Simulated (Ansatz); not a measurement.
The structure below was relaxed with Ansatz (a first-principles code) PBEsol, no SOC, earlier PAW set.

Space group Pm (No. 6); a = 6.6993 Å, b = 3.6181 Å, c = 9.5573 Å, α = 90.00°, β = 98.91°, γ = 90.00°

```
atom  site  symmetry       x       y       z
----  ----  --------  ------  ------  ------
Sn      1b         m  0.0148  0.5000  0.4319
Sn      1b         m  0.4954  0.5000  0.0275
Sn      1a         m  0.9438  0.0000  0.0849
Sn      1a         m  0.4473  0.0000  0.4548
O       1a         m  0.9732  0.0000  0.3101
S       1a         m  0.6189  0.0000  0.8780
S       1a         m  0.1810  0.0000  0.6147
S       1a         m  0.4167  0.0000  0.1899
S       1b         m  0.7068  0.5000  0.5535
S       1b         m  0.1054  0.5000  0.9415
O       1b         m  0.2981  0.5000  0.3803
O       1b         m  0.7986  0.5000  0.1327
```

Question: Write out a cell with all atoms.

Answer: 
```cif
data_O3S5Sn4
_chemical_formula_sum 'Sn4 O3 S5'
_space_group_name_H-M_alt 'P 1'
_space_group_IT_number 1
_cell_length_a 6.69934
_cell_length_b 3.61810
_cell_length_c 9.55734
_cell_angle_alpha 90.000
_cell_angle_beta 98.914
_cell_angle_gamma 90.000
loop_
_space_group_symop_operation_xyz
  'x, y, z'
loop_
_atom_site_label
_atom_site_type_symbol
_atom_site_fract_x
_atom_site_fract_y
_atom_site_fract_z
_atom_site_occupancy
Sn1 Sn 0.01478 0.50000 0.43185 1
Sn2 Sn 0.49542 0.50000 0.02753 1
Sn3 Sn 0.94375 0.00000 0.08494 1
Sn4 Sn 0.44727 0.00000 0.45481 1
O1 O 0.97323 0.00000 0.31011 1
S1 S 0.61892 0.00000 0.87803 1
S2 S 0.18100 0.00000 0.61475 1
S3 S 0.41672 0.00000 0.18995 1
S4 S 0.70684 0.50000 0.55345 1
S5 S 0.10537 0.50000 0.94153 1
O2 O 0.29808 0.50000 0.38032 1
O3 O 0.79861 0.50000 0.13272 1
```
This is the conventional cell.

Each cell is one ordered arrangement of few atoms, which overstates ordering effects compared with a random alloy. Stability against distortions was not tested. The cell was made from SnO2 by this change: x(S) = 0.625, 12 atoms, Pm. Under x(S) = 0.625, 12 atoms, Pm the cell changed shape so far that it is another structure.
